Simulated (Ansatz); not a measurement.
Take Sn in the diamond structure (space group Fd-3m, No. 227; a = 6.656 Å; relaxed with 0.1 eV smearing) as the base. Axes: x, y, z lie along the cube axes.

Structures relaxed with PBE (Ansatz, an electronic-structure program, PAW, scalar-relativistic without spin-orbit coupling).

Base:

Simulated powder pattern, Cu Kα1, λ = 1.54056 Å (kinematic, ideal powder, no thermal factors, no anomalous dispersion; the 14 strongest lines at most, above 2 %, up to 2θ = 90°):

```json
[
 {"2θ (°)": "23.13", "I/Imax (%)": "100", "hkl": "(111)"},
 {"2θ (°)": "38.21", "I/Imax (%)": "81", "hkl": "(220)"},
 {"2θ (°)": "45.14", "I/Imax (%)": "50", "hkl": "(311)"},
 {"2θ (°)": "55.15", "I/Imax (%)": "14", "hkl": "(400)"},
 {"2θ (°)": "60.59", "I/Imax (%)": "20", "hkl": "(331)"},
 {"2θ (°)": "69.07", "I/Imax (%)": "27", "hkl": "(422)"},
 {"2θ (°)": "73.93", "I/Imax (%)": "15", "hkl": "(333)"},
 {"2θ (°)": "81.78", "I/Imax (%)": "8.5", "hkl": "(440)"},
 {"2θ (°)": "86.41", "I/Imax (%)": "15", "hkl": "(531)"}
]
```

After one change:

Simulated powder pattern, Cu Kα1, λ = 1.54056 Å (kinematic, ideal powder, no thermal factors, no anomalous dispersion; the 14 strongest lines at most, above 2 %, up to 2θ = 90°):

```
2θ (°)  I/Imax (%)
------  ----------
23.20          100
38.21           27
38.41           53
45.18           34
45.53           16
55.15          9.2
60.62          6.8
60.91           13
69.21           18
69.61          8.9
73.96          7.5
82.29          5.6
86.44          5.1
86.69          5.0
```

Question: What was done to the base?
A. uniaxial strain ε_zz = +2.00 %
B. uniaxial strain ε_zz = +3.00 %
C. uniaxial strain ε_zz = −1.00 %
D. uniaxial strain ε_zz = −0.50 %

Answer: C, uniaxial strain ε_zz = −1.00 %. Its volume per atom is 36.49 Å³ against 36.86 Å³, and its space group is I4_1/amd (No. 141).

Whether these cells are dynamically stable was not tested.
